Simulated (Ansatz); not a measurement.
The starting structures come from a database of crystals and need not be the phases stable at ambient conditions.

Tunnelling through a barrier is set by its complex band structure: the current falls as exp(−2κd) with the smallest κ.

Consider the following.

```yaml
crystal:
  lattice:
    - [3.85632, 0.00000, 0.00000]
    - [1.92816, 5.96402, 0.04395]
    - [1.92816, 0.59916, 3.28549]
  atoms:
    - { symbol: Cd, position: [0.00000, 0.00000, 0.00000] }
    - { symbol: Cl, position: [0.74868, 0.75397, 0.74868] }
    - { symbol: Cl, position: [0.25132, 0.24603, 0.25132] }
```

Space group of this cell: R-3m. The cell was relaxed by PBE-D3(BJ); by PBEsol its mean pressure is -1.2 GPa.

Transport runs along the normal of the first two printed cell vectors, the (101) plane of the conventional cell.

No gap correction and no spin-orbit coupling; mid-gap values are interpolated between computed energies.

**Question.** State the band gap and the smallest decay constant κ at mid-gap according to PBEsol run with Ansatz (a program for electronic structure).

**Answer.** Gap 3.32 eV on a 10×10×10 mesh; κ = 0.305 1/Å, at the zone centre.
